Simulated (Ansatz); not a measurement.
Results of LDA in Ansatz (PAW) for cubic perovskite KMgF3.

Numerical settings: plane-wave cutoff 520 eV, 6×6×6 k mesh, scalar-relativistic PAW data made under PBE.

Computed at the level's own relaxed cell.

Elastic tensor (GPa, Voigt notation, ions relaxed):

```
  167.2    45.8    45.8     0.0     0.0     0.0
   45.8   167.2    45.8     0.0     0.0     0.0
   45.8    45.8   167.2     0.0     0.0     0.0
    0.0     0.0     0.0    49.4     0.0     0.0
    0.0     0.0     0.0     0.0    49.4     0.0
    0.0     0.0     0.0     0.0     0.0    49.4
```

Worked from these constants: the tetragonal shear constant is C′ = (C11 − C12)/2 = 60.7 GPa against C44 = 49.4 GPa, so the C44 shear is the softer. The Zener ratio C44/C′ is 0.81 (1 for an isotropic solid), and the Cauchy pressure C12 − C44 is -3.6 GPa. With C11 + 2C12 = 258.8 GPa all three Born conditions hold; they don't test modes at the zone boundary.

Measured, for comparison: elastic constant C11 138 ± 0.2 GPa (temperature not stated, not corrected to a static lattice, our sources range from 132 to 138; as tabulated in Vaitheeswaran et al. (2007), arXiv:cond-mat/0703621); elastic constant C12 43.6 ± 0.2 GPa (temperature not stated, not corrected to a static lattice, our sources range from 39.6 to 43.6; as tabulated in Vaitheeswaran et al. (2007), arXiv:cond-mat/0703621); elastic constant C44 49.8 ± 0.08 GPa (temperature not stated, not corrected to a static lattice, our sources range from 48.5 to 49.8; as tabulated in Vaitheeswaran et al. (2007), arXiv:cond-mat/0703621). Computed (rounded) less measured: elastic constant C11 +21 % (+21 % to +27 % over the range), elastic constant C12 +5 % (+5 % to +16 % over the range), elastic constant C44 -0.8 % (inside the range of the sources held). A static lattice is as a rule a little smaller and stiffer than an uncorrected measurement, which narrows the difference in the elastic constant C12 and would widen misses of the other sign.

Computed values are for the static lattice.

Ansatz is a first-principles code.
